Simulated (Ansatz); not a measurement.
**Carrier properties of SnO₂ under load (space group P4_2/mnm)**

Here is the system:

```
CELL_PARAMETERS angstrom
      4.70604     0.00000     0.00000
      0.00000     4.70604     0.00000
      0.00000     0.00000     3.24381
ATOMIC_POSITIONS crystal
  Sn 0.00000 0.00000 0.00000
  Sn 0.50000 0.50000 0.50000
  O  0.30649 0.30649 0.00000
  O  0.69351 0.69351 0.00000
  O  0.80649 0.19351 0.50000
  O  0.19351 0.80649 0.50000
```

Level of theory: PBE, rigid bands (plane waves, PAW, scalar-relativistic; Ansatz, an electronic-structure program). Condition of this run: biaxial stress in the c plane of 4 GPa (compression positive) (the target of the relaxation). Geometry: cell and atoms relaxed with PBEsol, then loaded as said.

band gap: 1.14 eV
electron conductivity mass (300 K, dilute): 0.20 (x), 0.20 (y), 0.184 (z) mₑ
hole conductivity mass (300 K, dilute): 1.46 (x), 1.46 (y), 1.88 (z) mₑ
effective density of states N_c (300 K): 2.0e18 cm⁻³
effective density of states N_v (300 K): 4.9e19 cm⁻³
density-of-states mass, electrons: 0.186 mₑ
density-of-states mass, holes: 1.55 mₑ
Seebeck coefficient, n-type 1e19 cm⁻³, 300 K: -113 μV/K
best n-type power factor at 300 K for τ = 10 fs (best axis; densities from 1e16 to 1e21 cm⁻³ tried, whether or not they can be reached): 1.92 μW/(cm·K²) at 1e19 cm⁻³
Seebeck coefficient, p-type 1e19 cm⁻³, 300 K: 347 μV/K
best p-type power factor at 300 K for τ = 10 fs (best axis; densities from 1e16 to 1e21 cm⁻³ tried, whether or not they can be reached): 5.0 μW/(cm·K²) at 1e20 cm⁻³

Rigid bands; masses and Seebeck coefficients take one relaxation time τ for all states and one kind of carrier; polarons and phonon drag are left out. Spin-orbit coupling is left out; where it splits the top of the valence band, N_v and the p-type Seebeck coefficient come out somewhat high without it. Geometry: cell and atoms relaxed with PBEsol.
